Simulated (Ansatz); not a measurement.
# Fermi-surface data of Zr (P6_3/mmc)

Consider the following.

```yaml
crystal:
  lattice:
    - [3.23397, 0.00000, 0.00000]
    - [-1.61698, 2.80070, 0.00000]
    - [0.00000, 0.00000, 5.16820]
  atoms:
    - { symbol: Zr, position: [0.33333, 0.66667, 0.25000] }
    - { symbol: Zr, position: [0.66667, 0.33333, 0.75000] }
```

Level of theory: PBE, rigid bands (plane waves, PAW, scalar-relativistic; Ansatz, an electronic-structure program). Condition of this run: functional PBE, cell relaxed with it. How the cell was made: cell and atoms relaxed with PBE.

```yaml
density of states at the Fermi level: 1.90 states/(eV·cell), both spins
bare Sommerfeld coefficient: 2.2 mJ/(mol of atoms·K²)
drude_plasma_energy: 3.9 (x), 3.9 (y), 4.2 (z) eV
root-mean-square Fermi velocity: 3.9e5 m/s
resistivity times τ: 33 (x), 33 (y), 27 (z) ×10⁻²² Ω·m·s
```

A metal at this level (no band gap); rigid bands, thermally averaged at 300 K, both spins. Spin-orbit coupling is left out. τ is one relaxation time for all states.
